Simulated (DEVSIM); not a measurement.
Device: abrupt GaAs p-n junction, at 300 K.

```tsv
layer (left to right)	material	thickness (μm)	Nd (cm⁻³)	Na (cm⁻³)	τn (s)	τp (s)
1	GaAs	8.40	-	1.6e15	8.6e-9	8.6e-9
2	GaAs	20.0	9.8e14	-	8.6e-9	8.6e-9
```

Left contact: ohmic. Right contact: ohmic. Voltage is applied to the left contact. Recombination: SRH at mid-gap. Mobility is μmin + (μ − μmin)/(1 + (N/Nref)^α).

This is a model device: material constants are rounded textbook-type values typed into the input, and sizes, dopings and lifetimes were drawn at random. Values at 300 K.

| parameter | GaAs |
|---|---|
| gap (eV) | 1.424 |
| affinity (eV) | 4.07 |
| permittivity | 12.9 |
| Nc (cm⁻³) | 4.7e17 |
| Nv (cm⁻³) | 9e18 |
| μn (cm²/Vs) | 8500 |
| μp (cm²/Vs) | 400 |
| μn,min | 500 |
| μp,min | 20 |
| Nref,n | 6e16 |
| Nref,p | 1.5e17 |
| αn | 0.39 |
| αp | 0.38 |

Simulated with DEVSIM: 1D drift-diffusion, Boltzmann statistics, complete ionisation; no tunnelling, impact ionisation, image-force lowering or self-heating.

Q: Tabulate band edges, carrier densities and field at 1.05 V on the left contact.

A: Energies count from the Fermi level of the right contact; mesh points crowd at the junctions.

```
x (μm)   Ec (eV)  Ev (eV)  n (cm⁻³)  p (cm⁻³)  field (V/cm)
-------  -------  -------  --------  --------  ------------
0.000      0.151   -1.273     < 1e2    1.6e15            42
0.03980    0.151   -1.273    1.4e12    1.6e15            42
0.1452     0.151   -1.273    5.0e12    1.6e15            42
0.4244     0.153   -1.271    1.4e13    1.6e15            42
1.620      0.157   -1.267    5.0e13    1.6e15            39
4.200      0.167   -1.257    1.1e14    1.7e15            33
6.893      0.175   -1.249    1.7e14    1.8e15            25
8.006      0.177   -1.247    2.0e14    1.8e15           -21
8.266      0.172   -1.252    2.5e14    1.4e15          -590
8.365      0.162   -1.262    3.8e14    9.7e14         -1500
8.401      0.155   -1.269    4.9e14    7.5e14         -2100
8.468      0.145   -1.279    7.4e14    4.9e14         -1200
8.621      0.135   -1.289    1.1e15    3.2e14          -300
9.027      0.132   -1.292    1.2e15    2.5e14            15
10.77      0.136   -1.288    1.1e15    1.5e14            20
14.75      0.143   -1.281    1.0e15    4.2e13            15
22.52      0.153   -1.271    9.8e14    3.2e12            12
26.20      0.157   -1.267    9.8e14    7.5e11            12
27.82      0.159   -1.265    9.8e14    1.9e11            12
28.20      0.159   -1.265    9.8e14    6.5e10            12
28.34      0.160   -1.264    9.8e14    2.0e10            12
28.40      0.160   -1.264    9.8e14     < 1e2            12
```
